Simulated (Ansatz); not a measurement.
The starting structures come from a database of crystals and need not be the phases stable at ambient conditions.

Where the default PAW files enter, the runs use the earlier of Ansatz's two default sets.

Inside the gap of an insulator the Bloch states are evanescent, with a wavenumber k + iκ along the transport direction.

Data:

```
MgO
1.0
    2.96561     0.00000     0.00000
    0.00000     2.96561     0.00000
    1.48280    -1.48280     2.03409
Mg O
1 1
Direct
  0.00000   0.00000   0.00000
  0.50000   0.50000   0.00000
```

Space group of this cell: I4/mmm. The cell is strained (lengths along the current scaled by 0.97, ions clamped); by r2SCAN its mean pressure is 7.6 GPa.

Transport runs along the normal of the first two printed cell vectors, the (001) (indices of the unstrained crystal) plane of the conventional cell.

No gap correction and no spin-orbit coupling; mid-gap is the computed energy nearest the middle.

Task: Compute, with r2SCAN in Ansatz (a first-principles code), the band gap and the smallest decay constant κ at mid-gap.

Result: Gap 6.07 eV on a 14×14×14 mesh; κ = 0.402 1/Å, at the zone centre.
